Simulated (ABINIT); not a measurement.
A self-consistent single point of Mo (Im-3m, 1 atom in the cell) with ABINIT.

Method: PBE, spin-orbit coupling, norm-conserving pseudopotentials (PseudoDojo nc-fr-04 PBE standard) (plane waves; ABINIT).

```yaml
crystal:
  lattice:
    - [-1.55784, 1.55784, 1.55784]
    - [1.55784, -1.55784, 1.55784]
    - [1.55784, 1.55784, -1.55784]
  atoms:
    - { symbol: Mo, position: [0.00000, 0.00000, 0.00000] }
```

Reference input (self-consistent single point, DFT, PBE, plane waves, norm-conserving pseudopotentials (PseudoDojo nc-sr-05 PBE standard)): pseudos = [Mo.upf]; ecut = 40 Ha; occopt = 7; tsmear = 0.05 eV; ngkpt = 10 10 10; nshiftk = 1; shiftk = 0 0 0; potentials = PseudoDojo nc-sr-05 PBE standard; nband = 12; kptopt = 1; nstep = 60; tolvrs = 1e-12. This run's input differs from it in these lines:

```diff
@@ -1,2 +1,2 @@
-# Mo, PseudoDojo nc-sr-05 PBE standard
+# Mo, PseudoDojo nc-fr-04 PBE standard
 pp_dirpath "./"
@@ -14,5 +14,7 @@
 ecut 40 Ha
+nspinor 2
+nspden 1
 occopt 7
 tsmear 0.05 eV
-nband 12
+nband 24
 kptopt 1
```

Its files differ too (potentials: PseudoDojo nc-sr-05 PBE standard → PseudoDojo nc-fr-04 PBE standard).

Output (repeated stretches shortened):

```
--- !BeginCycle
solver: {iscf: 7, nstep: 60, nline: 4, wfoptalg: 0, }
tolerances: {tolvrs: 1.00E-12, }
...

     iter   Etot(hartree)      deltaE(h)  residm     vres2
 ETOT  1  -70.224969880724    -7.022E+01 1.624E-01 9.898E+01
 ETOT  2  -70.266974558040    -4.200E-02 6.045E-02 2.536E+01
 ETOT  3  -70.272590409636    -5.616E-03 5.036E-03 2.515E-02
 ETOT  4  -70.272597703020    -7.293E-06 2.223E-03 3.444E-05
 ETOT  5  -70.272597707526    -4.506E-09 8.047E-04 6.987E-08
 ETOT  6  -70.272597707532    -6.096E-12 4.860E-04 8.864E-10
 ETOT  7  -70.272597707535    -2.899E-12 4.761E-04 4.431E-13
 At SCF step    7       vres2   =  4.43E-13 < tolvrs=  1.00E-12 =>converged.

 Cartesian components of stress tensor (hartree/bohr^3)
  sigma(1 1)= -4.13192985E-04  sigma(3 2)=  0.00000000E+00
  sigma(2 2)= -4.13192985E-04  sigma(3 1)=  0.00000000E+00
  sigma(3 3)= -4.13192985E-04  sigma(2 1)=  0.00000000E+00

 ----iterations are completed or convergence reached----

 reduced coordinates (array xred) for    1 atoms
       0.000000000000      0.000000000000      0.000000000000
 cartesian forces (eV/Angstrom) at end:
    1     -0.00000000000000    -0.00000000000000    -0.00000000000000
 frms,max,avg= 0.0000000E+00 0.0000000E+00   0.000E+00  0.000E+00  0.000E+00 e/A
 length scales=  5.098955620348  5.098955620348  5.098955620348 bohr
              =  2.698251101900  2.698251101900  2.698251101900 angstroms
   [... lines left out ...]
 Fermi (or HOMO) energy (eV) =  18.11169   Average Vxc (eV)= -13.75658
   [... lines left out ...]
total_energy        : -7.02725977075346E+01
total_energy_eV     : -1.91221463105908E+03
band_energy         : -3.65029062650796E+00
...

-Cartesian components of stress tensor (GPa)         [Pressure=  1.2157E+01 GPa]
- sigma(1 1)= -1.21565553E+01  sigma(3 2)=  0.00000000E+00
- sigma(2 2)= -1.21565553E+01  sigma(3 1)=  0.00000000E+00
- sigma(3 3)= -1.21565553E+01  sigma(2 1)=  0.00000000E+00

 Calculation completed.
```

The run converged in 7 iterations. Against the reference run the pressure goes from 11.81 to 12.16 GPa.

The starting cell comes from a database of computed structures (which also holds hypothetical and non-ambient phases and stackings), without a prior relaxation at this level. Its lattice was rescaled by a random factor within 2.5 % of one. With a pressure of about 12 GPa the cell is away from its equilibrium volume at this level.

Cost on one core of a shared machine: roughly 80 s.
